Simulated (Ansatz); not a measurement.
An Ansatz (a first-principles code) run: Sc; Kohn–Sham DFT with the PBE functional, run in Ansatz with PAW and 420 eV plane waves, scalar-relativistic without spin-orbit coupling.

Input:

Ansatz 0.2 input:
```yaml
crystal:
  lattice:
    - [3.3194280943, 0, 0]
    - [-1.6597140471, 2.8747090557, 0]
    - [0, 0, 5.1663737489]
  atoms:
    - { symbol: Sc, position: [0.6666666667, 0.3333333333, 0.75] }
    - { symbol: Sc, position: [0.3333333333, 0.6666666667, 0.25] }
basis: { ecutwfc: 420, ecutrho_ratio: 4, xc_grid: 2, fft_grid_basis: typed }
kpoints: { mp_grid: { grid: [16, 16, 9] } }
hamiltonian:
  xc: pbe
  dispersion: none
  pseudopotentials: { kind: paw }
scf: { occupations: { method: fermi_dirac, width: 0.05 }, convergence: { dr2_threshold: 0.0000000002 } }
output: { forces: true, stress: true }
checkpoint: { write: state.ck, write_every: 1000 }
```

Output (explanatory and most iteration lines left out):

```
Pseudopotential: Sc, paw, valence charge 11
Crystal: 2 atoms, lattice volume = 49.300 Å³
Basis set: ecut = 420 eV, 965 PW (Γ), exchange–correlation on 48×48×72 points (8 copies of the dense FFT grid, shifted against one another)
Bands: 15, of which v1, the nominal top of the filled ones, is band 11 counted from 1 (10 counted from 0)
Symmetry: 24 space group operations
Space group: P63/mmc (ITA 194), of the structure as read, at distance tolerance 3.7e-5 Å
k-points: 150 of 2304
Functional: x = pbe(κ = 0.804, μ = 0.2195149727645171), c = pbe(β = 0.06672455060314922)
SCF iter   1: F=—  HF=-4271.635432 eV  |F-HF|=—  |Δ(HF+E_count)|=         —  Δρ=2.08e-3  dr2=2.02e-3  ethr=1.77e-3  ⟨swp⟩=3.3  Hψ=9468  notcnv=0
SCF iter   2: F=—  HF=-4271.634712 eV  |F-HF|=—  |Δ(HF+E_count)|=   7.20e-4  Δρ=1.27e-3  dr2=8.58e-4  ethr=9.20e-6  ⟨swp⟩=1.0  Hψ=3455  notcnv=0
SCF 1 converged in 7 iterations: F = -4271.634661 eV  dr2 = 1.18e-12
SCF converged after 7 iterations
Free energy (F): -4271.634661 eV
Internal energy: -4271.600829 eV  (E = F + TS)
E sigma→0 (E₀):  -4271.617745 eV
Entropy (-TS):   -0.033832 eV (-16.916 meV/atom)
Fermi energy:    9.253780 eV
--- Forces (eV/Å), atoms counted from 1 ---
  atom   1  Sc     0.00000000     0.00000000    -0.00000000
  atom   2  Sc    -0.00000000    -0.00000000     0.00000000
--- Stress (GPa, compression-positive) ---
       -0.003444      -0.000000       0.000000
       -0.000000      -0.003444      -0.000000
        0.000000      -0.000000      -0.007307
  P = ⅓ Tr σ = -0.0047 GPa (-0.047 kbar)
```

Whether these cells are dynamically stable was not tested. The final runs are not spin-polarised. The cell is Sc in the hcp (Mg type) structure (space group P6_3/mmc, No. 194).
